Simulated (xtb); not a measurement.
xtb 6.7.1, GFN2-xTB: Ti(F)(Me)3 ([CH3][Ti]([CH3])([CH3])[F]), 14 atoms. The geometry is a generated start, not checked to be a minimum at this level.

method: GFN2-xTB
--acc: 1 (default)
--etemp (K): 300 (default)
detailed input (--input): none: ANC optimiser, Lindh (1995) Hessian, microcycle=20, maxdispl=1.0, hlow=0.01 (default)
basis functions: 35
valence electrons: 32

```xyz
14

Ti     0.4273     0.2345    -0.3258
F      1.7072     0.9494    -1.2903
C      1.2003    -0.8744     1.2351
H      1.3792    -0.2490     2.1239
H      2.1751    -1.2788     0.9170
H      0.5750    -1.7237     1.5467
C     -0.7605    -1.0120    -1.4628
H     -1.5915    -0.4627    -1.9316
H     -1.1931    -1.8581    -0.9102
H     -0.1404    -1.4254    -2.2736
C     -0.7805     1.6989     0.4834
H     -0.1457     2.4763     0.9391
H     -1.4769     1.3407     1.2551
H     -1.3757     2.1843    -0.3060
```

Charge 0 and multiplicity 1 are set for this test and not shown to be the ground state.

The structure is relaxed from this start with --opt LEVEL for the levels crude, sloppy, loose, lax, normal, tight, vtight, extreme, once each. Up to the end of the extreme run atoms move by at most 0.48 Å along an axis.

Question: Choose the cheapest level whose final energy lies within 1 meV of that of extreme.

Answer: normal: 21 cycles against 42, ending 0.56 meV above.

```tsv
level	cycles	energy above the extreme run (meV)	gradient norm (eV/Å)
crude	1	14	0.088
sloppy	1	14	0.088
loose	1	14	0.088
lax	1	14	0.088
normal	21	0.56	0.050
tight	34	0.063	0.0065
vtight	42	under 0.01	0.0018
extreme	42	—	0.0018
```
